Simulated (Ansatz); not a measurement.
Troubleshooting Ansatz (a first-principles code): a failed run on Fe (Im-3m, 1 atom in the cell). The aim is a self-consistent single point with DFT, LDA (PW92), plane waves, PAW files made with PBE.

Cell that was meant: a = 2.4715 Å, b = 2.4715 Å, c = 2.4715 Å, α = 109.47°, β = 109.47°, γ = 109.47°.

Part of the input:

```yaml
  occupations:
    method: methfessel_paxton
    width: 0.1
  max_iter: 4
output:
  forces: true
  eigenvalues: true
```

Log, with long lists cut:

```
SCF iter   1: F=—  HF=-4419.401636 eV  |F-HF|=—  |Δ(HF+E_count)|=         —  Δρ=1.50e-1 (↑1.50e-1 ↓1.00e-1)  dr2=2.55e-1  dr2_m=1.64e0  M=2.709 μB ∫|m|=2.736 μB  β_m=0.30  ethr=1.59e-3  ⟨swp⟩=1.0  Hψ=24928  notcnv=0
all-band conjugate gradients solve this SCF's bands
preconditioner: auto → none
   [... lines left out ...]
SCF iter   3: F=—  HF=-4419.668399 eV  |F-HF|=—  |Δ(HF+E_count)|=   1.09e-1  S|Δr|=    0.00e0  Δρ=7.56e-2 (↑7.56e-2 ↓7.00e-2)  dr2=4.43e-3  dr2_m=5.62e-1  M=2.568 μB ∫|m|=2.616 μB  β_m=0.05  ethr=1.32e-5  ⟨swp⟩=2.9  Hψ=23402  notcnv=0
SCF iter   4: F=—  HF=-4419.721551 eV  |F-HF|=—  |Δ(HF+E_count)|=   5.32e-2  S|Δr|=    0.00e0  Δρ=6.62e-2 (↑5.59e-2 ↓6.62e-2)  dr2=1.20e-2  dr2_m=3.96e-1  M=2.529 μB ∫|m|=2.583 μB  β_m=0.32  ethr=1.32e-5  ⟨swp⟩=3.2  Hψ=24096  notcnv=0
Error: did not converge after 4 iterations: magnetization_residual = 3.96e-1 (threshold 1.00e-7), under the density mixer `msr1`, which `scf.mixing.algorithm: auto` chose by the deck's other keys (type `scf.mixing.algorithm: msr1` to keep it); raise `scf.max_iter`, which need not help a stalled SCF, or adjust the mixing (`scf.mixing`) or, under a smearing, its width (`scf.occupations.width`, in either direction: another width is another result); this SCF holds its density and magnetisation to the symmetry operations that it keeps, and cannot end on a state that breaks one of them: if the state sought breaks one, re-run with `crystal.symmetry.detect: false`, without [...]
```

What is wrong, and how is it fixed?

The fault is an iteration limit that is too low. The loop is cut before its threshold is met, so whatever is printed at the end is not self-consistent. To fix it, raise the limit, or leave it to the default. The run ended unconverged after 4 iterations.

The sound input it was made from differs as follows (other fixes are possible):
```diff
-  max_iter: 4
```

With that input, the run converged in 10 iterations: free energy E − TS (on the zero of these files) -4419.8576 eV; Fermi level (on the code's own zero) 17.53 eV; pressure -21.48 GPa; size of the cell's spin moment 2.18 μB (DFT, LDA (PW92), plane waves, PAW files made with PBE).

On the sound input: the starting cell comes from a database of computed structures (which also holds hypothetical and non-ambient phases and stackings), without a prior relaxation at this level. Its lattice was rescaled by a random factor within 2.5 % of one. With one magnetic atom in the cell only a parallel order is possible. With a pressure of about -21 GPa the cell is away from its equilibrium volume at this level. Ansatz's pressure includes its estimate of the finite-basis (Pulay) stress.

Keys are those of Ansatz 0.2.
